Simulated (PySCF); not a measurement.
PySCF 2.14.0, R2SCAN/def2-svp, df: Ta(S)(F)2(NH2) ([NH2][Ta]([F])([F])=[S]), 7 atoms. The geometry is a generated start, not checked to be a minimum at this level.

```yaml
task: energy
method: r2scan
basis: def2-svp
two_electron_scheme: density fitting
mol.max_memory: 3000 MB
mf.max_cycle: 100
mf.conv_tol: 1e-09 (default)
mf.grids.level: 3 (default)
effective_core_potentials: those of the basis set, past Kr
basis_functions: 102
grid_points: 104936
```

```xyz
7

Ta    -0.0081    -0.5127     0.4764
S      0.2825     0.9661     2.1339
F      1.5043    -1.6456     0.6864
F     -1.5499    -1.4566     1.0350
N     -0.0638     0.6537    -1.1046
H      0.0448     1.6618    -1.1659
H     -0.2098     0.3333    -2.0611
```

Charge 0 and multiplicity 1 are set for this test and not shown to be the ground state.

With the defaults (mf.DIIS = CDIIS, mf.diis = true, mf.level_shift = 0, mf.diis_space = 8, mf.init_guess = minao, mf.damp = 0, mf.diis_start_cycle = 1) it converges in 15 Fock builds. One run each on 2 threads, 1 BLAS thread, with these changes:
- mf.DIIS = ADIIS
- mf.diis_space = 5
- mf.damp = 0.3, mf.diis_start_cycle = 4
- mf.level_shift = 1 Hartree
- mf.DIIS = EDIIS
- mf.init_guess = mod_huckel
- mf.level_shift = 0.3 Hartree
- mf.init_guess = 1e
- mf.diis = false

Q: Which runs fail or end elsewhere than the default run?

A: No convergence: mf.DIIS = EDIIS; mf.diis = false (the run ends without SCF convergence in 100 cycles). The rest reach the solution of the defaults.

| setting | Fock builds | end |
|---|---|---|
| the defaults | 15 | same solution |
| mf.level_shift = 0.3 Hartree | 17 | same solution |
| mf.diis_space = 5 | 17 | same solution |
| mf.init_guess = mod_huckel | 19 | same solution |
| mf.init_guess = 1e | 22 | same solution |
| mf.damp = 0.3, mf.diis_start_cycle = 4 | 26 | same solution |
| mf.DIIS = ADIIS | 27 | same solution |
| mf.level_shift = 1 Hartree | 53 | same solution |
| mf.DIIS = EDIIS | 101 | no convergence |
| mf.diis = false | 101 | no convergence |
